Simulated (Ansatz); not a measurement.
The starting structures come from a database of crystals and need not be the phases stable at ambient conditions.

The decay constant κ of evanescent states in the gap governs leakage through a thin film.

Given:

```
CELL_PARAMETERS angstrom
      6.10970     0.00000     0.00000
      0.00000    10.57120     0.00000
      0.00000     0.00000     7.95256
ATOMIC_POSITIONS crystal
  Rb 0.25000 0.74877 0.49967
  Rb 0.75000 0.25123 0.50033
  Rb 0.75000 0.24877 0.00033
  Rb 0.25000 0.75123 0.99967
  Rb 0.25000 0.08325 0.25173
  Rb 0.75000 0.91675 0.74827
  Rb 0.75000 0.58325 0.24827
  Rb 0.25000 0.41675 0.75173
  Te 0.25000 0.41667 0.25004
  Te 0.75000 0.58333 0.74996
  Te 0.75000 0.91667 0.24996
  Te 0.25000 0.08333 0.75004
```

Space group of this cell: Pnma. The cell is taken as given; by PBEsol its mean pressure is -0.6 GPa.

Transport runs along the normal of the first two printed cell vectors.

The gap is the functional's own. No spin-orbit coupling. Mid-gap values are interpolated on the energy grid.

Problem. Estimate the band gap and the smallest decay constant κ at mid-gap that PBEsol (Ansatz, a first-principles code) returns for this system.

Solution. Gap 1.32 eV on a 6×4×4 mesh; κ = 0.135 1/Å, at the zone centre.
